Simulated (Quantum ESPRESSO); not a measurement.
# Several settings converged on InSe (R3m, 4 atoms in the cell)

```yaml
crystal:
  lattice:
    - [2.01323, 1.16234, 8.56548]
    - [-2.01323, 1.16234, 8.56548]
    - [0.00000, -2.32468, 8.56548]
  atoms:
    - { symbol: In, position: [0.11230, 0.11230, 0.11230] }
    - { symbol: In, position: [0.00183, 0.00183, 0.00183] }
    - { symbol: Se, position: [0.61971, 0.61971, 0.61971] }
    - { symbol: Se, position: [0.82581, 0.82581, 0.82581] }
```

Base method: PBEsol, GBRV 1.5 ultrasoft (PBESOL) pseudopotentials (plane waves; Quantum ESPRESSO).

Base settings: ecutwfc = 40 Ry; ecutrho = 200 Ry; occupations = fixed; potentials = {In: in_pbesol_v1.4.uspp.F.UPF, Se: se_pbesol_v1.uspp.F.UPF}; K_POINTS = automatic 3 3 3 0 0 0; nbnd = 27; conv_thr = 1e-10 Ry; mixing_beta = 0.4.

The count of work is k-points × plane waves × bands × iterations; it is no time. Core times come from one kind of shared machine, to one figure; runs under 30 s give none.

**Shifted k-point meshes**

Shifted meshes do not hold Γ, so a gap read on them misses any band edge there.

Only quantities that move along the ladder and can be compared are tabulated.

| K_POINTS | free energy less the last step's (meV/atom) | pressure (GPa) | largest difference of a force vector from the last step's (eV/Å) | gap on the mesh (eV) | count of work / last | core time / last (rough) |
|---|---|---|---|---|---|---|
| automatic 2 2 2 1 1 1 | 302.93 | 1.96 | 0.189 | 1.855 | 0.011 | 0.02 |
| automatic 4 4 4 1 1 1 | 18.29 | -0.19 | 0.028 | 0.997 | 0.055 | 0.05 |
| automatic 6 6 6 1 1 1 | 1.39 | -0.40 | 0.006 | 0.700 | 0.15 | 0.1 |
| automatic 8 8 8 1 1 1 | 0.13 | -0.42 | 0.002 | 0.529 | 0.33 | 0.5 |
| automatic 12 12 12 1 1 1 | 0.00 | -0.43 | 0.000 | 0.396 | 1.0 | 1 |

Coarsest K_POINTS that holds the forces within 0.02 eV/Å of the last step, with all finer ones: automatic 6 6 6 1 1 1, at 0.15 of the last step's count of work and about 0.1 of the last step's time; the step before is off by 0.028 eV/Å.

Coarsest K_POINTS that holds the pressure within 0.5 GPa of the last step, with all finer ones: automatic 4 4 4 1 1 1, at 0.055 of the last step's count of work and about 0.05 of the last step's time; the step before is off by 2.4 GPa.

**The SCF threshold**

The mesh stays at the base's, so the ladder's end is converged at best in this setting alone.

Only quantities that move along the ladder and can be compared are tabulated; the gap is left out on so coarse a mesh.

```csv
conv_thr,free energy less the last step's (meV/atom),pressure (GPa),largest difference of a force vector from the last step's (eV/Å),count of work / last
0.0073 Ry,3.09,-4.45,1.142,0.27
7.3e-05 Ry,0.05,1.15,0.019,0.40
7.3e-07 Ry,0.00,0.45,0.009,0.53
1e-10 Ry,0.00,0.42,0.000,0.80
7.3e-14 Ry,0.00,0.42,0.000,1.0
```

Coarsest conv_thr that holds the free energy within 1 meV/atom of the last step, with all finer ones: 7.3e-05 Ry, at 0.40 of the last step's count of work; the step before is off by 3.1 meV/atom.

Coarsest conv_thr that holds the pressure within 0.05 GPa of the last step, with all finer ones: 7.3e-07 Ry; the step before is off by 0.73 GPa.

Coarsest conv_thr that holds the forces within 0.005 eV/Å of the last step, with all finer ones: 1e-10 Ry; the step before is off by 0.009 eV/Å.

On the base run: the starting cell comes from a database of computed structures (which also holds hypothetical and non-ambient phases and stackings), without a prior relaxation at this level. Its lattice was rescaled by up to half a per cent. One atom was moved a little off its site on purpose. Another mesh or the band path of this cell gives a smaller gap, so this value is not converged in the mesh.
